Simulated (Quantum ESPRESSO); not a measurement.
Quantum ESPRESSO 7.5, DFT, PBE, plane waves, SSSP 1.1.2 efficiency PBE: diamond-structure Si with 4 P on Si sites, atoms displaced (P4Si12), unrelaxed at the host's lattice constant, 16 atoms. Basis and mesh were picked for this test and aren't claimed converged.

```yaml
cell: 7.68, 7.68, 7.68 Å; 60, 60, 60°
distance_to_the_nearest_atom: 2.18 to 2.39 Å
task: scf
k mesh: 2×2×2
ecutwfc: 45 Ry
ecutrho: 360 Ry
occupations: smearing
smearing: gaussian
degauss: 0.005 Ry
conv_thr: 1.6e-08 Ry
tprnfor: true
tstress: false
k-point pools (-nk): 8
diagonalization: david (default)
k-points computed: 8
bands: 41
electrons: 68
G-vectors of the density: 248849
FFT grid: 90×90×90
```

Settings of this run: mixing_mode = local-TF, mixing_beta = 0.1, mixing_ndim = 8; 8 ranks.

| SCF iteration | band solver's avg # of iterations (first pass) | estimated scf accuracy (Ry) |
|---|---|---|
| 1 | 4.0 | 0.43508587 |
| 2 | 1.0 | 0.38374550 |
| 3 | 2.0 | 0.01500259 |
| 4 | 10.6 | 0.00619870 |
| 5 | 3.9 | 0.00569212 |
| 6 | 1.9 | 0.00046973 |
| 7 | 8.6 | 0.00029269 |
| 8 | 1.1 | 0.00030658 |
| 9 | 1.0 | 0.00033636 |
| 10 | 4.0 | 0.00345209 |
| 11 | 1.0 | 0.00273934 |
| 12 | 3.9 | 0.00001968 |
| 13 | 6.0 | 0.00006967 |
| 14 | 2.0 | 0.00000945 |
| 15 | 3.2 | 0.00000051 |
| 16 | 5.5 | 0.00000307 |
| 17 | 1.2 | 0.00000368 |
| 18 | 3.2 | 0.00000003 |
| 19 | 5.5 | 0.00000002 |
| 20 | 1.1 | 0.00000002 |

It converged after 20 SCF iterations.

**Question.** The cycle is slow. Which setting should be changed?

**Answer.** This is not unique; one that fits is mixing_beta = 0.7 (11 SCF iterations), all else kept. The other changes of this size gave: mixing_beta = 0.4 (12); mixing_beta = 0.2 (15); mixing_mode = plain (19); mixing_mode = TF (22). The first change moves the result by: energy under 0.001 meV/atom, forces (largest component) 0.32 meV/Å. Counts are of single runs.
